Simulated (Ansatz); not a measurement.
Nb: response to strain

Consider Nb in the bcc (W type) structure (space group Im-3m, No. 229; relaxed with 0.1 eV smearing).

Space group Im-3m (No. 229); a = b = c = 3.311 Å, α = β = γ = 90.00°

```json
[
 {"atom": "Nb", "site": "2a", "symmetry": "m-3m", "x": "0.0000", "y": "0.0000", "z": "0.0000"}
]
```
(The calculation used a cell of 1 atom; values per cell refer to that cell.)

Strains are applied to the cell and any free atomic positions relax.

Level of theory: PBE (Ansatz, an electronic-structure program; PAW; 420 eV plane waves; scalar-relativistic without spin-orbit coupling).

```
isotropic strain (%)  pressure (GPa)
--------------------  --------------
-3                              18.2
-2                              11.4
-1.5                             8.3
-1                               5.4
-0.5                             2.6
0                                0.0
0.5                                ?
2                               -9.0
3                              -12.7
```

**Question.** Fit P = P₀ − Bδ + Cδ² with δ = (1 + ε)³ − 1 to the rows shown and predict the withheld row.

**Answer.** Least squares on the printed values gives P₀ = -0.1 GPa, B = 173 GPa, C = 403 GPa (largest residual 0.1 GPa); this predicts -2.6 GPa, and the run gives -2.5 GPa, in agreement.

Whether these cells are dynamically stable was not tested. The final runs are not spin-polarised.
